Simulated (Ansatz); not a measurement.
Results of revPBE (plane waves, PAW; Ansatz, a quantum-chemistry and plane-wave program) for CsCl-type RuAl.

Run with plane-wave cutoff 520 eV, 18×18×18 k mesh, Fermi–Dirac smearing 0.05 eV, no spin polarisation, scalar-relativistic PAW data made under PBE.

Computed points:

| V (Å³/atom) | E − E_lowest (meV/atom) |
|---|---|
| 12.902 | 33.86 |
| 13.177 | 14.49 |
| 13.452 | 3.49 |
| 13.726 | 0.00 |
| 14.001 | 3.24 |
| 14.275 | 12.52 |
| 14.550 | 27.21 |

**Question.** What bulk modulus B0 and pressure derivative B′ does a third-order Birch–Murnaghan fit give?

**Answer.** V0 = 13.726 Å³/atom, B0 = 196 GPa, B′ = 4.4 (fit to the energies at full precision).

Computing time: roughly 30 core-seconds.
